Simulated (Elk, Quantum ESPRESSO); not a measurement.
An Elk input for a self-consistent single point of YCo3B2 (P6/mmm, 6 atoms in the cell) (DFT, PBEsol, all-electron FP-LAPW, Elk's shipped species files, default APW+lo basis):

```
tasks
  0

xctype
  22

spinpol
  .true.

reducebf
  0.5

rmtscf
  0.87

nempty
  10

stype
  0

swidth
  0.00999582

maxscl
  100

avec
    9.5107456220    0.0000000694    0.0000000000
   -4.7553728710    8.2365472829    0.0000000000
    0.0000000000    0.0000000000    5.5357448122

atoms
  3
  'Y.in'
  1
  0.0000000000  0.0000000000  0.0000000000    0.0 0.0 0.0
  'Co.in'
  3
  0.5000000000  0.0000000000  0.5000000000    0.0 0.0 -0.75
  0.5000000000  0.5000000000  0.5000000000    0.0 0.0 -0.75
  0.0000000000  0.5000000000  0.5000000000    0.0 0.0 -0.75
  'B.in'
  2
  0.3333333333  0.6666666667  0.0000000000    0.0 0.0 0.0
  0.6666666667  0.3333333333  0.0000000000    0.0 0.0 0.0

ngridk
  6 6 9
```

Q: Write the same calculation as an input for Quantum ESPRESSO.

A: One input that does it (others would too):

```fortran
&CONTROL
    calculation = 'scf'
    prefix = 'pwscf'
    outdir = './out'
    pseudo_dir = './'
    verbosity = 'high'
    tprnfor = .true.
    tstress = .true.
/
&SYSTEM
    ibrav = 0
    celldm(1) = 9.510745622
    nat = 6
    ntyp = 3
    ecutwfc = 65
    ecutrho = 520
    occupations = 'smearing'
    smearing = 'gaussian'
    degauss = 0.019992
    nspin = 2
    starting_magnetization(2) = 0.176
    input_dft = 'pbesol'
/
&ELECTRONS
    conv_thr = 1.0d-9
    mixing_beta = 0.2
/
ATOMIC_SPECIES
Y     88.9058  Y_pbe_v1.uspp.F.UPF
Co    58.9332  Co_pbe_v1.2.uspp.F.UPF
B     10.8100  B_pbe_v1.01.uspp.F.UPF
CELL_PARAMETERS {alat}
   1.000000000     0.000000000     0.000000000
  -0.500000000     0.866025404     0.000000000
   0.000000000     0.000000000     0.582051611
ATOMIC_POSITIONS {crystal}
Y     0.000000000    0.000000000    0.000000000
Co    0.500000000    0.000000000    0.500000000
Co    0.500000000    0.500000000    0.500000000
Co    0.000000000    0.500000000    0.500000000
B     0.333333333    0.666666667    0.000000000
B     0.666666667    0.333333333    0.000000000
K_POINTS {automatic}
6 6 9  0 0 0
```

Basis settings and potentials, where a program has them, do not carry over. This input uses DFT, PBEsol, plane waves, SSSP 1.1.2 precision (PBE) pseudopotentials. Both were run: size of the net moment 0.00 μB/atom in Elk and 0.00 in Quantum ESPRESSO.

On Quantum ESPRESSO: the starting cell comes from a database of computed structures (which also holds hypothetical and non-ambient phases and stackings), without a prior relaxation at this level. The starting moments vanished: the run ended non-magnetic, which need not be the lowest state. With a pressure of about -4 GPa the cell is away from its equilibrium volume at this level.

On Elk: the starting cell comes from a database of computed structures (which also holds hypothetical and non-ambient phases and stackings), without a prior relaxation at this level. The starting moments vanished: the run ended non-magnetic, which need not be the lowest state. Values depend on the basis (sphere radii, cutoffs, local orbitals), which need not be converged.
